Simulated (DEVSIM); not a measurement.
Device: Mo/SiO2/n-Si capacitor, at 300 K.

Layer 1 from the left is SiO2, thickness (nm) 20.0. Layer 2 from the left is Si, thickness (nm) 17000, Nd (cm⁻³) 2.2e15.

Metal gate on the left, work function 4.6 eV. Fixed charge at the semiconductor interface -2e11 cm⁻² (in units of +e); no interface traps.

Constants are typed, rounded textbook-type inputs, not results; the design itself was drawn at random and stands for no fabricated device. Values at 300 K.

SiO2: gap (eV) 9, affinity (eV) 0.9, permittivity 3.9. Si: gap (eV) 1.124, affinity (eV) 4.05, permittivity 11.7, Nc (cm⁻³) 2.86e19, Nv (cm⁻³) 3.1e19.

Question: Estimate by hand the flat-band voltage, the threshold voltage, and compare with a numerical solution.

Answer: 
- Flat-band voltage: C = 0.173 μF/cm², work-function difference 0.305 V; VFB = φms − qNf/C = 0.49 V; numerical 0.49 V.
- Threshold voltage: φF = 0.316 V, depletion charge √(4εqNφF) = 2.15e-8 C/cm²; VT = VFB − 2φF − Qd/C = -0.27 V; numerical -0.27 V.

Model (solved in DEVSIM): 1D Poisson equation in equilibrium, Boltzmann statistics, complete ionisation; no quantum confinement or tunnelling. Metal contacts follow the ideal Schottky-Mott rule: no Fermi-level pinning, no interface dipoles.
